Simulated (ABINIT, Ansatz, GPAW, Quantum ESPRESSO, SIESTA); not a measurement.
## One structure in several programs: Mo (Im-3m, 1 atom in the cell)

Self-consistent single point.

```xyz
1
Lattice="-1.5750 1.5750 1.5750 1.5750 -1.5750 1.5750 1.5750 1.5750 -1.5750" Properties=species:S:1:pos:R:3 pbc="T T T"
Mo     0.0000     0.0000     0.0000
```

All programs got the same cell, k-point mesh and kind of occupations (in Ansatz's words: kpoints.mp_grid.grid = 10 10 10; scf.occupations.method = gaussian; scf.occupations.width = 0.0037 Ry); potentials, basis and cutoffs are each program's usual ones.

```csv
code,model,pressure (GPa),k-points,cutoff
Ansatz,"PBE, default PAW files",1.99,47,default
GPAW,"PBE, GPAW PAW datasets PBE (gpaw-data 1.0.1)",1.61,47,600 eV
Quantum ESPRESSO,"PBE, PSlibrary ultrasoft (PBE, semicore) pseudopotentials",1.11,47,55 Ry
ABINIT,"PBE, PAW (JTH v2.0 PBE PAW)",2.35,47,20 Ha
SIESTA,"GGA PBE, numerical atomic orbitals DZP, PseudoDojo PBE standard norm-conserving potentials (rewritten from UPF to PSML)",0.54,560,grid 350 Ry
```

The spread over the programs that give each value: pressure within 1.81 GPa.

The starting cell has typed, rounded lattice constants, without a prior relaxation at this level. On Ansatz's run: Spin polarisation is off.

Question: Why do the programs differ, and what cannot be compared?

Answer: Differences of this kind can come from the potentials, where these differ, and from what each basis and cutoff leave unconverged. The zero of total energies and Fermi levels follows the potentials and each program's conventions, so they are not compared here. SIESTA uses small atom-centred bases, whose incompleteness enters pressures, forces and empty levels differently from a plane-wave cutoff. Ansatz's pressure is given at a fixed set of plane waves, as the other plane-wave codes print theirs; with its correction for the finite basis it is 2.04 GPa. Ansatz's smearing width was typed in Ry to four decimals, so it matches the others to a few per cent. The programs reduce the same mesh by symmetry to different extents, which changes the work and not the result. In the pressure, SIESTA (by 1.26) lies more than 1 GPa from the median of the plane-wave programs.

Left out of this page: Elk and FLEUR (not drawn, or without a comparable value).

Ansatz is an electronic-structure program.

Keys are those of Ansatz 0.2.
